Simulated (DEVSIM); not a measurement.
Device: Al/SiO2/p-Ge capacitor, at 300 K.

Layer 1 from the left is SiO2, thickness (nm) 13.0. Layer 2 from the left is Ge, thickness (nm) 620, Na (cm⁻³) 4.6e16.

Metal gate on the left, work function 4.1 eV. Fixed charge at the semiconductor interface 0 cm⁻² (in units of +e); no interface traps.

Constants are typed, rounded textbook-type inputs, not results; the design itself was drawn at random and stands for no fabricated device. Values at 300 K.

SiO2: gap (eV) 9, affinity (eV) 0.9, permittivity 3.9. Ge: gap (eV) 0.664, affinity (eV) 4, permittivity 16, Nc (cm⁻³) 1.04e19, Nv (cm⁻³) 6e18.

Simulated with DEVSIM: 1D Poisson equation in equilibrium, Boltzmann statistics, complete ionisation; no quantum confinement or tunnelling. Metal contacts follow the ideal Schottky-Mott rule: no Fermi-level pinning, no interface dipoles.

What does the simulation give for the flat-band voltage, the minimum of the low-frequency capacitance?

flat-band voltage -0.44 V; minimum of the low-frequency capacitance 0.0921 μF/cm².
